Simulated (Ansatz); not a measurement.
## GaN (P6_3mc): band-edge transport data

```yaml
crystal:
  lattice:
    - [3.16920, 0.00000, 0.00000]
    - [-1.58460, 2.74461, 0.00000]
    - [0.00000, 0.00000, 5.30639]
  atoms:
    - { symbol: Ga, position: [0.33333, 0.66667, 0.00119] }
    - { symbol: Ga, position: [0.66667, 0.33333, 0.50119] }
    - { symbol: N, position: [0.33333, 0.66667, 0.37381] }
    - { symbol: N, position: [0.66667, 0.33333, 0.87381] }
```

Computed with PBE with spin-orbit coupling, rigid bands (plane waves, PAW; Ansatz, a first-principles code). Condition of this run: uniaxial stress along c of -8 GPa (compression positive) (the target of the relaxation). How the cell was made: cell and atoms relaxed with PBEsol, then loaded as said.

The band gap is 1.72 eV and the electron conductivity mass (300 K, dilute) is 0.183 (x), 0.183 (y), 0.154 (z) mₑ. The hole conductivity mass (300 K, dilute) is 1.17 (x), 1.17 (y), 2.2 (z) mₑ. The effective density of states N_c (300 K) comes out as 1.8e18 cm⁻³, the effective density of states N_v (300 K) is 7.4e19 cm⁻³ and the density-of-states mass, electrons comes out as 0.171 mₑ. The density-of-states mass, holes is 2.1 mₑ. The Seebeck coefficient, n-type 1e19 cm⁻³, 300 K comes out as -101 μV/K and the best n-type power factor at 300 K for τ = 10 fs (best axis; densities from 1e16 to 1e21 cm⁻³ tried, whether or not they can be reached) is 1.78 μW/(cm·K²) at 1e19 cm⁻³. The Seebeck coefficient, p-type 1e19 cm⁻³, 300 K is 400 μV/K. The best p-type power factor at 300 K for τ = 10 fs (best axis; densities from 1e16 to 1e21 cm⁻³ tried, whether or not they can be reached) is 11.6 μW/(cm·K²) at 3e20 cm⁻³.

Rigid bands; masses and Seebeck coefficients take one relaxation time τ for all states and one kind of carrier; polarons and phonon drag are left out. Geometry: cell and atoms relaxed with PBEsol.
